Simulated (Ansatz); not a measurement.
# Cs3Bi (space group Fm-3m, No. 225; a model cell, its experimental status unchecked)

```
Cs3Bi
1.0
    0.00000     4.68385     4.68385
    4.68385     0.00000     4.68385
    4.68385     4.68385     0.00000
Bi Cs
1 3
Direct
  0.00000   0.00000   0.00000
  0.50000   0.50000   0.50000
  0.25000   0.25000   0.25000
  0.75000   0.75000   0.75000
```

Level of theory: r2SCAN (Ansatz, a first-principles code; PAW; 500 eV plane waves; without spin-orbit coupling). k-mesh 9×9×9 (Γ-centred); smearing 0.05 eV (Fermi–Dirac).

```json
{
 "volume_per_atom": "51.38 Å³",
 "density": "4.91 g/cm³",
 "band_gap": "0.81 eV, indirect, X → Γ",
 "electron_mass": "0.16 mₑ",
 "Hole mass (degenerate bands, along [100])": "0.47, 0.86 mₑ",
 "Lowest conduction-band minima above the VBM": "Γ 0.81 eV; X along ⟨100⟩ 1.46 eV",
 "total_energy": "-7367.700 eV/atom (σ→0; compares only within this code and set-up)"
}
```

Spin-orbit coupling, missing from the scalar runs, can matter with Bi. Masses are band curvatures over ±0.01 Å⁻¹ around the edge. Whether these cells are dynamically stable was not tested.
